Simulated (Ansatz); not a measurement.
Results of r²SCAN in Ansatz (PAW) for cubic perovskite KZnF₃.

Run with plane-wave cutoff 560 eV, 8×8×8 k mesh, Fermi–Dirac smearing 0.01 eV, scalar-relativistic PAW data made under PBE.

Pressure at four volumes; x = ln(V/13.249 Å³). One pressure is withheld.

```json
[
 {"V (Å³/atom)": "12.454", "x": "-0.0619", "P (GPa)": "?"},
 {"V (Å³/atom)": "12.719", "x": "-0.0408", "P (GPa)": "3.80"},
 {"V (Å³/atom)": "13.249", "x": "0.0000", "P (GPa)": "0.00"},
 {"V (Å³/atom)": "14.044", "x": "0.0583", "P (GPa)": "-4.31"}
]
```

Q: Pass a parabola P(x) through the three rows shown, estimate the bulk modulus and its pressure derivative near zero pressure, and predict the withheld pressure.

A: Slopes between the rows: (0.00 − (3.80))/(0.0000 − (-0.0408)) = -93.14 and (-4.31 − (0.00))/(0.0583 − (0.0000)) = -73.93 GPa. Their difference over the span 0.0991 is c = 19.21/0.0991 = 193.8 GPa, so P(x) = 3.80 + (-93.14)(x − (-0.0408)) + 193.8 (x − (-0.0408))(x − (0.0000)). At the middle row B = −dP/dx = −[-93.14 + 193.8 × 0.0408] = 85.2 GPa, and B′ = dB/dP = 2c/B = 4.5. At x = -0.0619 the parabola gives 6.02 GPa; the run gives 6.04 GPa. The Birch–Murnaghan fit to the energies at all volumes has B0 = 84.6 GPa and B′ = 4.6.

Measured, for comparison: bulk modulus 80 GPa (temperature not stated, not corrected to a static lattice, (C11+2C12)/3; as tabulated in Vaitheeswaran et al. (2016), arXiv:1609.00541). Computed less measured: bulk modulus +6 %. A static lattice is as a rule a little smaller and stiffer than an uncorrected measurement, which can account for part of this in the bulk modulus.

Note: the relaxation could not lower the start's symmetry, so the cell can be a saddle point above a distorted one.

Ansatz is a first-principles code.
